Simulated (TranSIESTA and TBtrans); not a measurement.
## Sn chain with one bond stretched by 2.0 Å

Device: Sn chain with one bond stretched by 2.0 Å. Leads: straight Sn chain, spacing 2.75 Å. Geometry: as built, not relaxed.

TranSIESTA and TBtrans, LDA, DZP numerical orbitals (energy shift 0.15 eV), PseudoDojo norm-conserving scalar-relativistic potentials, mesh cutoff 200 Ry, 300 K, no spin polarisation, no spin-orbit coupling; self-consistent non-equilibrium Green functions.

```
Property                           Value
---------------------------------  -----
Conductance at 300 K (G0 = 2e²/h)   0.21
Thermopower (μV/K)                  -2.5
Mean T from −0.5 to 0.5 eV          0.19
```

Energies count from the leads' Fermi level. Transmissions are for one spin of a degenerate pair. The energy step is 0.01 eV; narrower resonances are cut or missed.

```tsv
E (eV)	T	lead channels
-1.95	0.053	1
-1.80	0.059	1
-1.65	0.065	1
-1.50	0.070	1
-1.35	0.076	1
-1.20	0.082	1
-1.05	0.089	1
-0.90	0.095	1
-0.75	0.10	3
-0.60	0.12	3
-0.45	0.13	3
-0.30	0.16	3
-0.15	0.19	3
0.00	0.21	3
0.15	0.22	3
0.30	0.21	3
0.45	0.21	3
0.60	0.21	3
0.75	0.21	3
0.90	0.21	3
1.05	0.22	3
1.20	0.23	3
1.35	0.24	3
1.50	0.25	3
1.65	0.26	3
1.80	0.27	3
1.95	0.28	3
```

The straight chain is held at its spacing; free chains may zigzag or dimerise. No spin-polarised start was tried, so a magnetic state, if there is one, is missed.
